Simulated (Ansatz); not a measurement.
Amorphous Zr$_{20}$O$_{43}$La$_{2}$, 65 atoms at 5.43 g/cm³, one PBE-relaxed geometry, zone centre. Methods: PBE, scalar-relativistic without spin-orbit coupling (Ansatz, a first-principles code); r2SCAN, scalar-relativistic without spin-orbit coupling (Ansatz); HSE06, scalar-relativistic without spin-orbit coupling (Ansatz). Plane waves to 420 eV (r2SCAN 500 eV); exact exchange is cut at the cell's faces. At PBE the levels at the filled edge of the gap are localised (band-tail or defect states). All rungs ran without spin polarisation.

Preparation: random packing, a CHGNet melt and quench, and a DFT relaxation. O atoms were pushed apart under 1.9 Å during the dynamics, to hinder bonds among them. The hot cell started wider than the set density and was brought back towards it in steps. It is the lowest in DFT energy of 2 quenches. It is a model cell: composition and starting density were chosen by hand, and all elements were melted together. No dispersion term was used. Its density started from a set value of 5.43 and ended at 5.43 g/cm³. The simulated quench (nominally 300 K/ps over its main leg) is rapid and tends to freeze in more defects than a deposited or slowly cooled glass has. A cell of this size samples the disorder only roughly. The volume was held where the preparation left it and the shape relaxed, at a PBE pressure of -1.8 GPa (tension). Stress components on the final sampling reach 1.9 GPa.

The relaxation ran on the zone centre alone. At PBE the level gap is 3.58 eV on a 2×2×2 Γ-centred mesh, and the spacing at the zone centre alone 3.58 eV.

Problem. What zone-centre spacing does r2SCAN give, roughly?

Solution. 4.04 eV (+0.46 eV against PBE).

Problem. What zone-centre spacing does HSE06 give, roughly?

Solution. 5.13 eV (+1.56 eV against PBE).

The highest filled and the lowest empty state spread over these numbers of atoms (participation numbers): PBE: 9.9 and 26.2; r2SCAN: 9.6 and 24.6; HSE06: 9.6 and 27.4.
